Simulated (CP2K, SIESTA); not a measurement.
A CP2K input for a self-consistent single point of AlP (F-43m, 2 atoms in the cell) (DFT PBE, GPW, DZVP-MOLOPT-SR-GTH basis, GTH-PBE potentials (GTH_POTENTIALS)):

```
&GLOBAL
  PROJECT calc
  RUN_TYPE ENERGY_FORCE
  PRINT_LEVEL MEDIUM
&END GLOBAL
&FORCE_EVAL
  METHOD Quickstep
  STRESS_TENSOR ANALYTICAL
  &DFT
    BASIS_SET_FILE_NAME BASIS_MOLOPT
    POTENTIAL_FILE_NAME GTH_POTENTIALS
    &QS
      METHOD GPW
      EPS_DEFAULT 1E-11
    &END QS
    &MGRID
      CUTOFF 400
      REL_CUTOFF 50
      NGRIDS 5
    &END MGRID
    &SCF
      SCF_GUESS ATOMIC
      EPS_SCF 1E-7
      MAX_SCF 100
      ADDED_MOS 4
      &DIAGONALIZATION
        ALGORITHM STANDARD
      &END DIAGONALIZATION
      &MIXING
        METHOD BROYDEN_MIXING
        ALPHA 0.2
        NBUFFER 8
        BETA 1.5
      &END MIXING
      &SMEAR ON
        METHOD FERMI_DIRAC
        ELECTRONIC_TEMPERATURE [K] 580.23
      &END SMEAR
    &END SCF
    &KPOINTS
      SCHEME MONKHORST-PACK 9 9 9
    &END KPOINTS
    &XC
      &XC_FUNCTIONAL PBE
      &END XC_FUNCTIONAL
    &END XC
    &PRINT
      &MO
        EIGENVALUES T
        OCCUPATION_NUMBERS T
        NDIGITS 8
        FILENAME mo
        &EACH
          QS_SCF 0
        &END EACH
        ADD_LAST NUMERIC
      &END MO
      &MULLIKEN ON
      &END MULLIKEN
    &END PRINT
  &END DFT
  &SUBSYS
    &CELL
      ABC 3.80766800 3.80766781 3.80766806
      ALPHA_BETA_GAMMA 60.00000105 60.00000050 59.99999837
      PERIODIC XYZ
    &END CELL
    &COORD
      SCALED
      Al       0.00000000     0.00000000     0.00000000
      P        0.75000000     0.75000000     0.75000000
    &END COORD
    &KIND Al
      BASIS_SET DZVP-MOLOPT-SR-GTH
      POTENTIAL GTH-PBE-q3
    &END KIND
    &KIND P
      BASIS_SET DZVP-MOLOPT-SR-GTH
      POTENTIAL GTH-PBE-q5
    &END KIND
  &END SUBSYS
  &PRINT
    &FORCES ON
    &END FORCES
    &STRESS_TENSOR ON
    &END STRESS_TENSOR
  &END PRINT
&END FORCE_EVAL
```

Problem. Write the same calculation as an input for SIESTA.

Solution. This is the input that was run; spellings and numerical settings could be chosen otherwise.

```
# files in the folder: Al.psml P.psml (PseudoDojo PBE standard)
SystemName  AlP
SystemLabel siesta

NumberOfAtoms                2
NumberOfSpecies              2
%block ChemicalSpeciesLabel
  1 13 Al
  2 15 P
%endblock ChemicalSpeciesLabel
LatticeConstant              3.807668 Ang
%block LatticeVectors
     0.000000000    0.707106817    0.707106817
     0.707106817    0.000000000    0.707106817
     0.707106817    0.707106817    0.000000000
%endblock LatticeVectors
AtomicCoordinatesFormat      Bohr
%block AtomicCoordinatesAndAtomicSpecies
     0.000000000    0.000000000    0.000000000  1
     7.631927295    7.631927295    7.631927295  2
%endblock AtomicCoordinatesAndAtomicSpecies

XC.functional                GGA
XC.authors                   PBE
PAO.BasisSize                DZP
PAO.EnergyShift              0.01 Ry
MeshCutoff                   400 Ry
%block kgrid.MonkhorstPack
    9   0   0  0.0
    0   9   0  0.0
    0   0   9  0.0
%endblock kgrid.MonkhorstPack
OccupationFunction           FD
ElectronicTemperature        50.0 meV

MaxSCFIterations             150
SCF.Mixer.Method             Pulay
SCF.Mixer.Weight             0.25
SCF.Mixer.History            8
SCF.DM.Tolerance             1.0E-04
Diag.ParallelOverK           true
WriteForces                  true
```

Basis settings and potentials, where a program has them, do not carry over. This input uses DFT, GGA PBE, numerical atomic orbitals DZP, PseudoDojo PBE standard norm-conserving potentials (rewritten from UPF to PSML). Both were run: pressure 6.45 GPa in CP2K and 7.15 in SIESTA; gap on the mesh 1.617 eV in CP2K and 1.511 in SIESTA.

On CP2K: the starting cell comes from a database of computed structures (which also holds hypothetical and non-ambient phases and stackings), without a prior relaxation at this level. Its lattice was rescaled by a random factor within 2.5 % of one. Values carry the incompleteness of an atom-centred basis. With a pressure of about 6 GPa the cell is away from its equilibrium volume at this level.

On SIESTA: the starting cell comes from a database of computed structures (which also holds hypothetical and non-ambient phases and stackings), without a prior relaxation at this level. Its lattice was rescaled by a random factor within 2.5 % of one. Values carry the incompleteness of an atom-centred basis. With a pressure of about 7 GPa the cell is away from its equilibrium volume at this level. Another mesh or the band path of this cell gives a smaller gap, so this value is not converged in the mesh.
